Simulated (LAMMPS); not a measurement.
Atomistic model of a symmetric tilt boundary about [111] in Si (diamond structure), boundary plane (41-5) of one grain on (14-5) of the other.

Computed with classical force field (static), pair style sw, file Si.sw; code LAMMPS.

```
Item                                                   Result
------------------------------------  -----------------------
boundary energy (lowest found)                      1.02 J/m²
excess volume                                          0.00 Å
Σ                                                           7
rotation about the axis                               38.21 °
disorientation (full cubic symmetry)                  38.21 °
largest excess energy of an atom                      0.59 eV
lattice constant at 0 K                               5.431 Å
cost                                  roughly 60 core-seconds
```

Potential: file Si.sw of the LAMMPS distribution; its header cites Stillinger and Weber,  Phys Rev B, 31, 5262, (1985).
